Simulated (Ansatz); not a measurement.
**Pressure series in CaF2**

Take CaF2 in the fluorite structure (space group Fm-3m, No. 225; a = 5.420 Å) as the base.

Cell and atoms are relaxed at each pressure.

Level of theory: PBEsol (Ansatz, a first-principles code), scalar-relativistic without spin-orbit coupling.

Notes on the quantities. band gap: an upper bound: an edge found on the path is not a true extremum; the base alone; enthalpy: H = E + PV relative to the base's energy.

```csv
case,band gap,shortest interatomic distance,enthalpy
base,7.25 eV,2.347 Å,–
pressure −2 GPa,7.11 eV,2.366 Å,-0.17 eV/atom
pressure −1 GPa,7.18 eV,2.356 Å,-0.08 eV/atom
pressure 0.3 GPa,7.27 eV,2.344 Å,+0.02 eV/atom
pressure 0.7 GPa,7.29 eV,2.341 Å,+0.06 eV/atom
pressure 1.5 GPa,7.35 eV,[?],+0.12 eV/atom
pressure 3 GPa,7.44 eV,2.322 Å,+0.24 eV/atom
pressure 5 GPa,7.55 eV,2.307 Å,+0.40 eV/atom
pressure 7.5 GPa,7.69 eV,2.290 Å,+0.60 eV/atom
pressure 10 GPa,7.81 eV,2.275 Å,+0.79 eV/atom
```

Problem. Some entries are withheld; estimate them.

Solution. 
- pressure 1.5 GPa, shortest interatomic distance: 2.334 Å

Load acts through the strain it causes; cell and atoms are relaxed under it. Whether these cells are dynamically stable was not tested. Competing high-pressure phases were not computed. The base started in Pca2_1 and relaxed to Fm-3m at this level.
